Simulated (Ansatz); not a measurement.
## Ti under a change: uniaxial strain ε_yy = −2.28 %

The reference is Ti in the hcp (Mg type) structure (space group P6_3/mmc, No. 194; a = 2.936 Å, c = 4.640 Å; relaxed with 0.1 eV smearing). Axes: x lies along a and z along c of the hexagonal cell.

Perturbation: the cell is compressed by 2.28 % along y with no lateral relaxation, atoms relaxed at fixed cell.

All numbers come from r2SCAN (Ansatz, a first-principles code, PAW, scalar-relativistic without spin-orbit coupling). Settings: 23×23×13 k-points, 0.1 eV Fermi–Dirac smearing.

| quantity | base | changed | shift |
|---|---|---|---|
| volume per atom | 17.32 Å³ | 16.93 Å³ | -0.395 Å³ |
| space group | P6_3/mmc (No. 194) | Cmcm (No. 63) | – |
| shortest interatomic distance | 2.874 Å | 2.855 Å | -0.019 Å |
| energy relative to the base (free energy F) | 0 meV/atom | +5.2 meV/atom | +5.2 meV/atom |
| band gap | zero | zero | – |
| stress (xx, yy, zz, yz, xz, xy; compression positive) | – | (2.3, 4.3, 1.8, 0.0, 0.0, 0.0) GPa | – |

Final structure:

```yaml
crystal:
  lattice:
    - [2.93639, 0.00000, 0.00000]
    - [-1.46820, 2.48501, 0.00000]
    - [0.00000, 0.00000, 4.64022]
  atoms:
    - { symbol: Ti, position: [0.32872, 0.65745, 0.75000] }
    - { symbol: Ti, position: [0.67128, 0.34255, 0.25000] }
```

Cost of the whole job for the changed cell (relaxation, final SCF and bands): about 6 core-minutes (a rough figure).

Stability against distortions was not tested. All final runs are without spin polarisation.
